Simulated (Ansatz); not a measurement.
The reference is ZnS (space group R3m, No. 160).

```cif
data_S9Zn9
_chemical_formula_sum 'Zn9 S9'
_space_group_name_H-M_alt 'R3m :H'
_space_group_IT_number 160
_space_group_name_Hall 'R 3 -2"'
_cell_length_a 3.78377
_cell_length_b 3.78377
_cell_length_c 27.89974
_cell_angle_alpha 90.000
_cell_angle_beta 90.000
_cell_angle_gamma 120.000
loop_
_atom_site_label
_atom_site_type_symbol
_atom_site_symmetry_multiplicity
_atom_site_Wyckoff_symbol
_atom_site_fract_x
_atom_site_fract_y
_atom_site_fract_z
_atom_site_occupancy
Zn1 Zn 3 a 0.00000 0.00000 0.99999 1
Zn2 Zn 3 a 0.00000 0.00000 0.22230 1
Zn3 Zn 3 a 0.00000 0.00000 0.44457 1
S1 S 3 a 0.00000 0.00000 0.08326 1
S2 S 3 a 0.00000 0.00000 0.52783 1
S3 S 3 a 0.00000 0.00000 0.30540 1
```
(The calculation used a cell of 6 atoms; values per cell refer to that cell.)

Level of theory: PBEsol/PAW in Ansatz (an electronic-structure program), no spin-orbit coupling.

For the base:

Gap between the host's bands: 2.13 eV

It is then changed as follows: 0.346 holes added to each cell, a density of 3.0×10^21 cm⁻³, with a uniform compensating background at fixed cell and a 300 K Fermi–Dirac width.

Q: Estimate the effect on the Fermi level from band edge.

A: The Fermi level relative to the doped band's edge (positive inside the band; to 0.05 eV) is +0.35 eV.

Q: What happens to the gap between the host's bands?

A: The gap between the host's bands increases by 0.084 eV, from 2.13 eV to 2.22 eV.

Charged cell with a jellium background: band edges are those of the host's band count, energies are not comparable with the neutral cell, and many-body gap narrowing is missing. Whether these cells are dynamically stable was not tested. This is not the structure that ZnS has at room temperature and ambient pressure.
